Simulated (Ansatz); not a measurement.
Hg (R-3m, No. 166, 1 atom in the cell), treated with rVV10 (PAW; Ansatz, a first-principles code).

Run with plane-wave cutoff 520 eV, 20×20×20 k mesh, Fermi–Dirac smearing 0.05 eV, scalar-relativistic PAW data made under PBE.

Cell (relaxed at this level):

```cif
data_Hg3
_chemical_formula_sum 'Hg3'
_space_group_name_H-M_alt 'R-3m :H'
_space_group_IT_number 166
_space_group_name_Hall '-R 3 2"'
_cell_length_a 4.15266
_cell_length_b 4.15266
_cell_length_c 5.81723
_cell_angle_alpha 90.000
_cell_angle_beta 90.000
_cell_angle_gamma 120.000
loop_
_atom_site_label
_atom_site_type_symbol
_atom_site_symmetry_multiplicity
_atom_site_Wyckoff_symbol
_atom_site_fract_x
_atom_site_fract_y
_atom_site_fract_z
_atom_site_occupancy
Hg1 Hg 3 a 0.00000 0.00000 0.00000 1
```
(The calculation used a cell of 1 atom; values per cell refer to that cell.)

Question: Estimate the bulk modulus that the calculation returns.

Answer: 
- bulk modulus: 21.1 GPa

The run finds no gap.

Note: the relaxation could not lower the start's symmetry, so the cell can be a saddle point above a distorted one; the bulk modulus comes from volumes at which shape and atoms were relaxed.

Spin–orbit coupling is not included; it can shift volumes and moduli of such heavy elements.

The result took about 14 core-minutes (a rough figure).
